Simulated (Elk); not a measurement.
## Worked example: self-consistent single point of Nb₃Au₂ (I4/mmm, 5 atoms in the cell) in Elk

Method: PBEsol, all-electron FP-LAPW, Elk's shipped species files, APW+lo basis with extra local orbitals in Elk.

The input file:

```
tasks
  0

xctype
  22

rgkmax
  8.0

gmaxvr
  14.0

nxlo
  2

lorbcnd
  .true.

rmtscf
  0.91

lmaxi
  2

stype
  0

swidth
  0.00734986

scale
  15.17940488

avec
   -0.2126093710    0.2126093710    0.9537266436
    0.2126093710   -0.2126093710    0.9537266436
    0.2126093710    0.2126093710   -0.9537266436

sppath
  'species/'

atoms
  2   : nspecies
  'Nb.in'   : spfname
  3   : natoms; atposl, bfcmt below
  0.0000000000  0.0000000000  0.0000000000    0.0 0.0 0.0
  0.3992400000  0.3992400000  0.0000000000    0.0 0.0 0.0
  0.6007600000  0.6007600000  0.0000000000    0.0 0.0 0.0
  'Au.in'   : spfname
  2   : natoms; atposl, bfcmt below
  0.1997700000  0.1997700000  0.0000000000    0.0 0.0 0.0
  0.8002300000  0.8002300000  0.0000000000    0.0 0.0 0.0

ngridk
  7 7 7
```

Output (repeated stretches shortened):

```
│ Elk code version 10.2.4 │

All units are atomic (Hartree, Bohr, etc.)

│ Ground-state run starting from atomic densities │

Lattice vectors :
  -3.227283724       3.227283724       14.47700287
   3.227283724      -3.227283724       14.47700287
   3.227283724       3.227283724      -14.47700287

Unit cell volume      :    603.1327999
Brillouin zone volume :   0.4112696466

Muffin-tin inner radius fraction :   0.1000000000E-01

Nuclei treated as point charges

Species :    1 (Nb)
 parameters loaded from : Nb.in
 name : niobium
 nuclear charge    :   -41.00000000
 electronic charge :    41.00000000
 atomic mass :    169357.9703
 muffin-tin radius :    2.366000000
 number of radial points in muffin-tin :    597
 atomic positions (lattice), magnetic fields (Cartesian) :
   1 :   0.00000000  0.00000000  0.00000000    0.00000000  0.00000000  0.00000000
   2 :   0.39924000  0.39924000  0.00000000    0.00000000  0.00000000  0.00000000
   3 :  -0.39924000 -0.39924000  0.00000000    0.00000000  0.00000000  0.00000000

Species :    2 (Au)
 parameters loaded from : Au.in
 name : gold
 nuclear charge    :   -79.00000000
 electronic charge :    79.00000000
 atomic mass :    359048.0559
 muffin-tin radius :    2.548000000
 number of radial points in muffin-tin :    697
 atomic positions (lattice), magnetic fields (Cartesian) :
   1 :   0.19977000  0.19977000  0.00000000    0.00000000  0.00000000  0.00000000
   2 :  -0.19977000 -0.19977000  0.00000000    0.00000000  0.00000000  0.00000000

Total number of atoms per unit cell :    5

Spin treatment :
 spin-unpolarised

Number of Bravais lattice symmetries :   16
Number of crystal symmetries         :   16
Crystal has inversion symmetry
Real symmetric eigensolver will be used

k-point grid :      7     7     7
k-point offset :    0.000000000       0.000000000       0.000000000
k-point set is reduced with full crystal symmetry group
Total number of k-points :       40

   [... lines left out ...]
Maximum |G| for potential and density :    14.00000000
 potential will be trimmed for |G| > 2 gkmax
Constant for pseudocharge density :    9
Radial integration step length :    4

G-vector grid sizes :     70    70    70
Number of G-vectors :    27981

Maximum angular momentum used for
 APW functions                      :    8
 outer part of muffin-tin           :    6
 inner part of muffin-tin           :    2

Total nuclear charge    :   -281.0000000
Total core charge       :    180.0000000
Total valence charge    :    101.0000000
Total excess charge     :    0.000000000
Total electronic charge :    281.0000000

Effective Wigner radius, rₛ :   0.8002137434

Number of empty states         :   20
Total number of valence states :   71
Total number of core states    :  180

Conduction state local-orbitals added automatically
Total number of local-orbitals :  449

Exchange-correlation functional :     22     0     0
 PBEsol, Phys. Rev. Lett. 100, 136406 (2008)
 gradient requirement :    1
 generalised gradient approximation (GGA)

Smearing type :    0
 Gaussian
Smearing width :   0.7349860000E-02
Effective electronic temperature (K) :    2320.902224

Mixing type :    3
 Broyden mixing, J. Phys. A: Math. Gen. 17, L317 (1984)

Kohn-Sham potential initialised from atomic data
│ Self-consistent loop started │
│ Loop number : 1 │
 total energy                :     -49470.7023651
│ Loop number : 2 │
 total energy                :     -49477.1574858
RMS change in Kohn-Sham potential (target) :   0.4271849717     (  0.1000000000E-05)
Absolute change in total energy (target)   :    6.455120731     (  0.1000000000E-03)
│ Loop number : 3 │
 total energy                :     -49491.2232210
RMS change in Kohn-Sham potential (target) :   0.3699560982     (  0.1000000000E-05)
Absolute change in total energy (target)   :    15.67951531     (  0.1000000000E-03)
│ Loop number : 4 │
 total energy                :     -49508.2036941
RMS change in Kohn-Sham potential (target) :   0.2688905679     (  0.1000000000E-05)
Absolute change in total energy (target)   :    20.90035194     (  0.1000000000E-03)
│ Loop number : 5 │
 total energy                :     -49517.7112637
RMS change in Kohn-Sham potential (target) :   0.2083297929     (  0.1000000000E-05)
Absolute change in total energy (target)   :    14.73265759     (  0.1000000000E-03)
   [... lines left out ...]
Absolute change in total energy (target)   :   0.1556951976E-01 (  0.1000000000E-03)
│ Loop number : 14 │
 total energy                :     -49540.7483338
RMS change in Kohn-Sham potential (target) :   0.1088209191E-04 (  0.1000000000E-05)
Absolute change in total energy (target)   :   0.1215592408E-01 (  0.1000000000E-03)
│ Loop number : 15 │
 total energy                :     -49540.7490040
RMS change in Kohn-Sham potential (target) :   0.2267957027E-05 (  0.1000000000E-05)
Absolute change in total energy (target)   :   0.2368760892E-02 (  0.1000000000E-03)
│ Loop number : 16 │
 total energy                :     -49540.7487763
RMS change in Kohn-Sham potential (target) :   0.1499965880E-05 (  0.1000000000E-05)
Absolute change in total energy (target)   :   0.8198970390E-03 (  0.1000000000E-03)
│ Loop number : 17 │
 total energy                :     -49540.7489034
RMS change in Kohn-Sham potential (target) :   0.4981210228E-06 (  0.1000000000E-05)
Absolute change in total energy (target)   :   0.7791843382E-04 (  0.1000000000E-03)
Convergence targets achieved

│ Loop number : 18 │

Energies :
 Fermi                       :     0.418237175652
 sum of eigenvalues          :     -30201.2951008
 electron kinetic            :      55613.2401379
 core electron kinetic       :      53599.4578685
 Coulomb                     :     -104082.517071
 Coulomb potential           :     -84404.7167438
 nuclear-nuclear             :     -3732.04169565
 electron-nuclear            :     -116296.234007
 Hartree                     :      15945.7586317
 Madelung                    :     -61880.1586993
 xc potential                :     -1409.81849479
 exchange                    :     -1053.45810866
 correlation                 :     -18.0138661062
 total energy                :     -49540.7489081

Density of states at Fermi energy :    100.5505039
 (states/Hartree/unit cell)

Estimated indirect band gap :   0.2254282846E-03
 from k-point     37 to k-point      6
Estimated direct band gap   :   0.1391297734E-02
 at k-point     37

Charges :
 core                        :    180.0000000
 valence                     :    101.0000000
 interstitial                :    10.05027965
 muffin-tins (core leakage)
  species :    1 (Nb)
   atom    1                 :    38.61527873     (  0.5493716600E-05)
   atom    2                 :    38.49205469     (  0.5441993331E-05)
   atom    3                 :    38.49205469     (  0.5441993331E-05)
  species :    2 (Au)
   atom    1                 :    77.67516611     (  0.3805035669E-03)
   atom    2                 :    77.67516611     (  0.3805035669E-03)
 total in muffin-tins        :    270.9497203
 total calculated charge     :    281.0034570
 total charge                :    281.0000000
 error                       :   0.3457049734E-02

│ Self-consistent loop stopped │
```

The run converged in 18 iterations. The count includes the last loop, which Elk runs after its targets are met.

The starting cell comes from a database of computed structures (which also holds hypothetical and non-ambient phases and stackings), without a prior relaxation at this level. Spin-orbit coupling is off. Spin polarisation is off. Values depend on the basis (sphere radii, cutoffs, local orbitals), which need not be converged. The log's line on a gap gives a spacing of levels on this mesh, which the program prints for metals too.

Cost on one core of a shared machine: roughly 2 min.
